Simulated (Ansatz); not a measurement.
Structures of equal composition on the (000-1) surface of 4H silicon carbide (C plane on top): (√3x√3)R30° Ga adatom at H3; (√3x√3)R30° Ga adatom at T4. The slabs share one bottom face, and each structure is named by its start. These are constructed structures in small cells; real faces may alloy, dewet or reconstruct in larger ones, and not all known structures of the face are among them. Slabs of about 11 Å, Fermi-Dirac smearing of 0.025 eV. Bottom of the slabs: H caps. Relaxed from the named starts with such symmetry as they have, on meshes of like density; energies extrapolated to zero smearing; spin only where a row says so; no spin-orbit coupling, no U. Brackets mark spin-polarised runs, whose order is one that fits the cell. Where a second, spin-polarised start was run, the lower counts.

Calculation: HSE06, at the PBE geometry (plane waves to 420 eV, PAW; Ansatz, a first-principles code).

### Question
Order them by energy per 1x1 cell (lowest first) at the level HSE06, at the PBE geometry.

### Answer
(√3x√3)R30° Ga adatom at H3 (0.000 eV), (√3x√3)R30° Ga adatom at T4 (0.207 eV)
